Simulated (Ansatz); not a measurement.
Consider the following.

End structure of a constructed model of the (111) surface of fcc Cu, a pseudomorphic layer of Ga in the host's stacking (bottom of the slab: a bare face, its two planes held):

```yaml
crystal:
  lattice:
    - [2.56680, 0.00000, 0.00000]
    - [-1.28340, 2.22291, 0.00000]
    - [0.00000, 0.00000, 29.00000]
  atoms:
    - { symbol: Cu, position: [0.33333, 0.66667, 0.28124] }
    - { symbol: Cu, position: [0.66667, 0.33333, 0.35351] }
    - { symbol: Cu, position: [0.00000, 0.00000, 0.42556] }
    - { symbol: Cu, position: [0.33333, 0.66667, 0.49789] }
    - { symbol: Cu, position: [0.66667, 0.33333, 0.57009] }
    - { symbol: Cu, position: [0.00000, 0.00000, 0.64293] }
    - { symbol: Ga, position: [0.33333, 0.66667, 0.72143] }
```

Set-up: 7 atoms, 12.7 Å thick at the start with caps and adatoms (thin: gaps and levels are the slab's own); mesh 17x17x1; 0.1 eV smearing; dipole correction on; 2 atoms held, the rest relaxed; symmetry of the start imposed; no spin, no spin-orbit, no U. In PBE it is, or lies within 0.01 eV a 1x1 cell of, the lowest of the 2 structures of its composition computed so far; subsurface sites and larger cells were not tried.

Problem. What work function of the top face does PBE run with Ansatz (an electronic-structure program) give?

Solution. 3.94 eV
